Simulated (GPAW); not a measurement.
Input and output of a self-consistent single point for ScIr2 (P1, 6 atoms in the cell) (GPAW).

Computed with LDA (Perdew-Wang 92), GPAW PAW datasets LDA (gpaw-data 1.0.1) (plane waves; GPAW).

The change in words: lattice scaled by 0.98. Reference geometry:
```
ScIr2
1.0
    0.00000     3.68674     3.68674
    3.68674     0.00000     3.68674
    3.68674     3.68674     0.00000
Sc Ir
2 4
Cartesian
  5.52045   5.54668   5.52232
  3.70093   3.71275   3.70054
  2.74703   0.91030   2.77232
  0.94424   0.87251   0.91255
  0.91904   2.76083   2.77347
  2.75864   2.78726   0.90913
```

Reference input (self-consistent single point, DFT LDA (Perdew-Wang 92), plane waves, GPAW PAW datasets LDA (gpaw-data 1.0.1)): mode = pw; ecut = 800 eV; xc = LDA; kpts = 4 4 4; mesh shift (steps) = 0 0 0; occupations.name = fermi-dirac; occupations.width = 0.1 eV; nbands = -12; convergence.density = 1e-05 e/electron; convergence.energy = 1e-05 eV/electron; symmetry.symmorphic = false; symmetry.tolerance = 0.0005. This run's input differs from it in these lines:

```diff
@@ -5,5 +5,5 @@
 atoms = Atoms(['Sc', 'Sc', 'Ir', 'Ir', 'Ir', 'Ir'],
-              cell=[[0.000000, 3.686740, 3.686740],
-                    [3.686740, 0.000000, 3.686740],
-                    [3.686740, 3.686740, 0.000000]],
+              cell=[[0.000000, 3.613005, 3.613005],
+                    [3.613005, 0.000000, 3.613005],
+                    [3.613005, 3.613005, 0.000000]],
               scaled_positions=[[0.752501, 0.745387, 0.751993],
```

Log, with long lists cut:

```
     iter     time        total  log10-change:
                         energy   eigst   dens
iter:   1 --:--:--   -58.743960
iter:   2 --:--:--   -58.984869   -0.27  -1.53
iter:   3 --:--:--   -59.210542   -0.93  -1.53
iter:   4 --:--:--   -58.370067   -0.92  -1.49
iter:   5 --:--:--   -58.373389   -1.60  -1.83
   [... 12 lines left out ...]
iter:  18 --:--:--   -58.351349   -4.59  -3.35
iter:  19 --:--:--   -58.352427   -3.74  -3.45
iter:  20 --:--:--   -58.351405   -4.44  -3.37
iter:  21 --:--:--   -58.351421   -4.60  -3.86
iter:  22 --:--:--   -58.351442c  -5.74  -4.07
iter:  23 --:--:--   -58.351452c  -5.95  -4.08
iter:  24 --:--:--   -58.351473c  -5.71  -4.14
iter:  25 --:--:--   -58.351460c  -6.53  -4.28
iter:  26 --:--:--   -58.351451c  -6.99  -4.34
iter:  27 --:--:--   -58.351470c  -6.73  -4.42
iter:  28 --:--:--   -58.351456c  -7.30  -4.68
iter:  29 --:--:--   -58.351449c  -7.48c -5.01c
Converged after 29 iterations.

Dipole moment: (-29.564876, -29.722618, -29.478359) |e|*Ang

Energy contributions relative to reference atoms: (reference = -1978332.208271)

Kinetic:        +50.954918
Potential:      -46.168261
External:        +0.000000
XC:             -62.291513
Entropy (-ST):   -0.127662
Local:           -0.782762
SIC:             +0.000000
--------------------------
Free energy:    -58.415280
Extrapolated:   -58.351449

Showing only first 2 kpts
 Kpt  Band  Eigenvalues  Occupancy
  0    39     11.13586    1.99555
  0    40     11.37823    1.95087
  0    41     11.40522    1.93614
  0    42     11.40891    1.93382

  1    39     11.42763    1.92073
  1    40     11.46684    1.88486
  1    41     12.12500    0.04436
  1    42     12.24670    0.01334

Fermi level: 11.74639

No gap
   [... lines left out ...]
  1 Sc   -0.11633   -0.15445   -0.08283
  2 Ir    0.04888    0.29268   -0.16032
  3 Ir    0.27836    0.56828    0.18748
  4 Ir    0.25535   -0.20304   -0.53368
  5 Ir   -0.56970   -0.41373    0.46928

Stress tensor:
    -0.027534    -0.000061    -0.000011
    -0.000061    -0.028448    -0.000931
    -0.000011    -0.000931    -0.028339
Stress (GPa, Voigt): [-4.4114e+00 -4.5578e+00 -4.5405e+00 -1.4920e-01 -1.8000e-03 -9.8000e-03]
```

The run converged in 29 iterations. GPAW prints stress with tension positive. Against the reference run the free energy falls by 18.7 meV/atom, the pressure goes from -9.81 to 4.50 GPa and the largest force goes from 0.639 to 0.846 eV/Å.

The starting cell comes from a database of computed structures (which also holds hypothetical and non-ambient phases and stackings), without a prior relaxation at this level. Its atoms were displaced at random from the sites of space group no. 227. For this run, on top of that: lattice scaled by 0.98. Spin polarisation is off. With a pressure of about 5 GPa the cell is away from its equilibrium volume at this level.

Cost on one core of a shared machine: roughly 10 min.
